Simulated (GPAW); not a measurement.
A short convergence ladder for Sn (Fd-3m, 2 atoms in the cell)

```
Sn
1.0
    0.00000     3.25423     3.25423
    3.25423     0.00000     3.25423
    3.25423     3.25423     0.00000
Sn
2
Direct
  0.00000   0.00000   0.00000
  0.25000   0.25000   0.25000
```

Base method: PBE, GPAW PAW datasets PBE (gpaw-data 1.0.1) (plane waves; GPAW).

Base settings: mode = pw; ecut = 600 eV; xc = PBE; kpts = 4 4 4; mesh shift (steps) = 0 0 0; occupations.name = fermi-dirac; occupations.width = 0.02 eV; nbands = -6; convergence.bands = -4; symmetry.symmorphic = false.

Core times come from one kind of shared machine, to one figure; runs under 30 s give none.

**Zone-centre phonons against the cutoff**

In this ladder: nbands = -8; convergence.bands = default; symmetry.symmorphic = default; symmetry.tolerance = default; convergence.density = 1e-05 e/electron; symmetry.point_group = false; displacement = 0.02 Å.

The mesh stays at the base's, so the ladder's end is converged at best in this setting alone.

Frequencies are those of the unrelaxed cell, without the LO-TO term of polar crystals.

Only quantities that move along the ladder and can be compared are tabulated.

```tsv
ecut	highest zone-centre frequency (cm⁻¹)	core time / last (rough)
300 eV	167.5	0.3
420 eV	165.8	0.6
510 eV	165.1	0.7
600 eV	164.7	1
720 eV	164.8	1
```

Coarsest ecut that holds the highest zone-centre frequency within 2 cm⁻¹ of the last step, with all finer ones: 420 eV; the step before is off by 2.7 cm⁻¹.

On the base run: the starting cell has typed, rounded lattice constants, without a prior relaxation at this level. Its lattice was rescaled by up to half a per cent. In the base run, with a pressure of about 3 GPa the cell is away from its equilibrium volume at this level. Without a gap this mesh is coarse (it stands for a supercell whose shortest vector is 18 Å).
